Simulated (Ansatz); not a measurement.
White tin (β-Sn), treated with LDA in Ansatz (PAW).

Run with plane-wave cutoff 520 eV, 20×20×20 k mesh, Fermi–Dirac smearing 0.05 eV, scalar-relativistic PAW data made under PBE.

Shape and atoms are relaxed at each volume.

Pressure at four volumes; x = ln(V/26.172 Å³). One pressure is withheld.

```json
[
 {"V (Å³/atom)": "25.125", "x": "-0.0408", "P (GPa)": "?"},
 {"V (Å³/atom)": "25.648", "x": "-0.0202", "P (GPa)": "1.27"},
 {"V (Å³/atom)": "26.172", "x": "0.0000", "P (GPa)": "0.00"},
 {"V (Å³/atom)": "27.219", "x": "0.0392", "P (GPa)": "-2.14"}
]
```

Problem. Pass a parabola P(x) through the three rows shown, estimate the bulk modulus and its pressure derivative near zero pressure, and predict the withheld pressure.

Solution. Slopes between the rows: (0.00 − (1.27))/(0.0000 − (-0.0202)) = -62.87 and (-2.14 − (0.00))/(0.0392 − (0.0000)) = -54.59 GPa. Their difference over the span 0.0594 is c = 8.28/0.0594 = 139.4 GPa, so P(x) = 1.27 + (-62.87)(x − (-0.0202)) + 139.4 (x − (-0.0202))(x − (0.0000)). At the middle row B = −dP/dx = −[-62.87 + 139.4 × 0.0202] = 60.1 GPa, and B′ = dB/dP = 2c/B = 4.6. At x = -0.0408 the parabola gives 2.68 GPa; the run gives 2.70 GPa. The Birch–Murnaghan fit to the energies at all volumes has B0 = 60.0 GPa and B′ = 4.8.

Measured, for comparison: bulk modulus 57.0 GPa (temperature not stated, no zero-point or thermal correction; as tabulated in Chen et al. (2023), arXiv:2209.05059). Computed less measured: bulk modulus +5 %. A static lattice is as a rule a little smaller and stiffer than an uncorrected measurement, which can account for part of this in the bulk modulus.

Spin–orbit coupling is not included.

Ansatz is a quantum-chemistry and plane-wave program.
